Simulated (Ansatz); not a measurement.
# SiC: response to strain

Consider SiC in the zinc blende structure (space group F-43m, No. 216; a = 4.380 Å).

Strains are applied to the cell and any free atomic positions relax.

All numbers come from PBE (Ansatz, a quantum-chemistry and plane-wave program; PAW; 420 eV plane waves; no spin-orbit coupling).

```tsv
isotropic strain (%)	pressure (GPa)
-2	14.5
-1.5	10.5
-1	6.8
-0.5	3.3
0	0.0
0.5	-3.1
2	?
2.5	-13.6
3	-15.8
```

Task: Fit P = P₀ − Bδ + Cδ² with δ = (1 + ε)³ − 1 to the rows shown and predict the withheld row.

Result: Least squares on the printed values gives P₀ = 0.0 GPa, B = 216 GPa, C = 499 GPa (largest residual 0.1 GPa); this predicts -11.4 GPa, and the run gives -11.2 GPa, 0.2 higher.

Whether these cells are dynamically stable was not tested.
